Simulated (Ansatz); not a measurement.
# WO₃ (P2_1/c): band-edge transport data

```
CELL_PARAMETERS angstrom
      5.31686     0.00000     0.03735
      0.00000     5.27717     0.00000
     -0.14790     0.00000     7.73912
ATOMIC_POSITIONS crystal
  W  0.74697 0.26904 0.71856
  W  0.25303 0.73096 0.28144
  W  0.25303 0.76904 0.78144
  W  0.74697 0.23096 0.21856
  O  0.46999 0.02625 0.22837
  O  0.53001 0.97375 0.77163
  O  0.53001 0.52625 0.27163
  O  0.46999 0.47375 0.72837
  O  0.25123 0.70896 0.00607
  O  0.74877 0.29104 0.99393
  O  0.74877 0.20896 0.49393
  O  0.25123 0.79104 0.50607
  O  0.02278 0.02469 0.77146
  O  0.97722 0.97531 0.22854
  O  0.97722 0.52469 0.72854
  O  0.02278 0.47531 0.27146
```

Level of theory: PBEsol, rigid bands (plane waves, PAW, scalar-relativistic; Ansatz, an electronic-structure program). Cell: cell and atoms relaxed with PBEsol.

| Item | Result |
|---|---|
| band gap | 1.66 eV |
| electron conductivity mass (300 K, dilute) | 0.61 (x), 0.38 (y), 7.5 (z) mₑ |
| effective density of states N_c (300 K) | 6.9e19 cm⁻³ |
| density-of-states mass, electrons | 1.96 mₑ |
| Seebeck coefficient, n-type 1e19 cm⁻³, 300 K | -407 μV/K |

Rigid bands; masses and Seebeck coefficients take one relaxation time τ for all states and one kind of carrier; polarons and phonon drag are left out. Spin-orbit coupling is left out; with 5d elements it also splits d-like band edges.
